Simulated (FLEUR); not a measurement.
Band structure of RbTl3 (Fm-3m, 4 atoms in the cell).

```
RbTl3
1.0
    0.00000     4.18059     4.18059
    4.18059     0.00000     4.18059
    4.18059     4.18059     0.00000
Rb Tl
1 3
Direct
  0.00000   0.00000   0.00000
  0.25000   0.25000   0.25000
  0.75000   0.75000   0.75000
  0.50000   0.50000   0.50000
```

Level of theory: LDA (Vosko-Wilk-Nusair), all-electron FLAPW (FLEUR), scalar-relativistic valence.

Settings: Kmax = 3.8 1/bohr; GmaxXC = 13.3 1/bohr; xcFunctional = vwn; jspins = 1; l_soc = F; mode = hist; fermiSmearingEnergy = 0.00367493 Htr; mesh (inpgen div1-3) = 7 7 7; inpgen gamma flag = false; Gmax = 13.3 1/bohr; numbands = 0; maxIterBroyd = 40; imix = Anderson; alpha = 0.05.

The starting cell comes from a database of computed structures (which also holds hypothetical and non-ambient phases and stackings), without a prior relaxation at this level. Its lattice was rescaled by a random factor within 2.5 % of one. Spin-orbit coupling is off. Values depend on the basis (sphere radii, cutoffs, local orbitals), which need not be converged.

Levels in eV from the Fermi level, bands 21 to 28:
```csv
point,21,22,23,24,25,26,27,28
Γ,-4.91,-3.66,0.01,0.01,0.01,0.98,0.98,0.98
X,-6.05,-5.63,-1.13,-1.13,0.08,3.05,3.05,3.18
W,-6.00,-5.98,-1.81,0.32,0.32,1.30,3.09,3.22
K,-6.12,-5.64,-1.27,-0.94,1.14,1.57,2.30,3.69
L,-6.39,-4.55,-0.50,-0.50,0.12,1.44,1.44,3.00
U,-6.12,-5.64,-1.27,-0.94,1.14,1.57,2.30,3.69
```
